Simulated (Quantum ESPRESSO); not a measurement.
A self-consistent single point of Cu8O7 (C2, 15 atoms in the cell) with Quantum ESPRESSO.

Method of the run: LDA (PZ), PSlibrary ultrasoft (LDA) pseudopotentials (plane waves; Quantum ESPRESSO 7.5).

```
CELL_PARAMETERS angstrom
      4.07482    -4.07180     0.00000
      4.07482     4.07180     0.00000
     -3.86808     0.00000     4.97724
ATOMIC_POSITIONS crystal
  Cu 0.00287 0.00781 0.25877
  Cu 0.99219 0.99713 0.74123
  Cu 0.49356 0.99792 0.23546
  Cu 0.00208 0.50644 0.76454
  Cu 0.50047 0.51055 0.77302
  Cu 0.48945 0.49953 0.22698
  Cu 0.00296 0.49936 0.25868
  Cu 0.50064 0.99704 0.74132
  O  0.36655 0.13077 0.99118
  O  0.86923 0.63345 0.00882
  O  0.87010 0.12990 0.00000
  O  0.62061 0.37939 0.50000
  O  0.14009 0.38469 0.53070
  O  0.61531 0.85991 0.46930
  O  0.13188 0.86812 0.50000
```

Reference input (self-consistent single point, DFT, LDA (PZ), plane waves, PSlibrary ultrasoft (LDA) pseudopotentials): ecutwfc = 55 Ry; ecutrho = 385 Ry; occupations = smearing; smearing = gauss; degauss = 0.019992 Ry; potentials = {Cu: Cu.pz-dn-rrkjus_psl.1.0.0.UPF, O: O.pz-n-rrkjus_psl.1.0.0.UPF}; K_POINTS = automatic 4 4 4 0 0 0; conv_thr = 1e-09 Ry. This run's input differs from it in these lines:

```diff
@@ -12,4 +12,4 @@
  ntyp = 2
- ecutwfc = 55
- ecutrho = 385
+ ecutwfc = 38
+ ecutrho = 266
  occupations = 'smearing'
```

Output, abridged:

```
     Self-consistent Calculation

     iteration #  1     ecut=    38.00 Ry     beta= 0.70

     total energy              =   -1202.60435768 Ry
     estimated scf accuracy    <       3.77243795 Ry

     iteration #  2     ecut=    38.00 Ry     beta= 0.70

     total energy              =   -1202.00736981 Ry
     estimated scf accuracy    <      22.35229384 Ry

     iteration #  3     ecut=    38.00 Ry     beta= 0.70

     total energy              =   -1204.53921877 Ry
     estimated scf accuracy    <       4.19087680 Ry

   [... 18 blocks of this kind left out ...]

     iteration # 22     ecut=    38.00 Ry     beta= 0.70
     c_bands:  1 eigenvalues not converged

     total energy              =   -1205.05896662 Ry
     estimated scf accuracy    <          3.9E-09 Ry

     iteration # 23     ecut=    38.00 Ry     beta= 0.70
     End of self-consistent calculation

     the Fermi energy is     8.8162 ev

!    total energy              =   -1205.05896662 Ry
     estimated scf accuracy    <          8.1E-10 Ry
     smearing contrib. (-TS)   =      -0.02750742 Ry
     internal energy E=F+TS    =   -1205.03145920 Ry

     convergence has been achieved in  23 iterations

     Forces acting on atoms (cartesian axes, Ry/au):

     atom    1 type  1   force =     0.00124849    0.00133318    0.00051131
     atom    2 type  1   force =    -0.00124849    0.00133318   -0.00051131
     atom    3 type  1   force =     0.00196656    0.00168461    0.00093519
     atom    4 type  1   force =    -0.00196656    0.00168461   -0.00093519
     atom    5 type  1   force =     0.00241752   -0.00282909   -0.00215513
   [... lines left out ...]

     Total force =     0.009451     Total SCF correction =     0.000095

          total   stress  (Ry/bohr**3)                   (kbar)     P=      -97.84
  -0.00065382   0.00000000  -0.00001675          -96.18        0.00       -2.46
   0.00000000  -0.00065308   0.00000000            0.00      -96.07        0.00
  -0.00001675   0.00000000  -0.00068847           -2.46        0.00     -101.28

   JOB DONE.
```

The run converged in 23 iterations. Against the reference run the free energy goes up by 69.4 meV/atom, the pressure goes from -4.57 to -9.78 GPa and the largest force goes from 0.133 to 0.111 eV/Å.

The starting cell comes from a database of computed structures (which also holds hypothetical and non-ambient phases and stackings), without a prior relaxation at this level. Its lattice was rescaled by a random factor within 2.5 % of one. Spin polarisation is off, so a magnetic state, if there is one, cannot be reached. At the lowered cutoff the pressure carries the error of an incomplete plane-wave basis. The run gives no clean gap (levels at the Fermi energy touch, overlap or are partly filled at this smearing), which alone does not show that the compound is a metal.

Cost on one core of a shared machine: roughly 9 min.
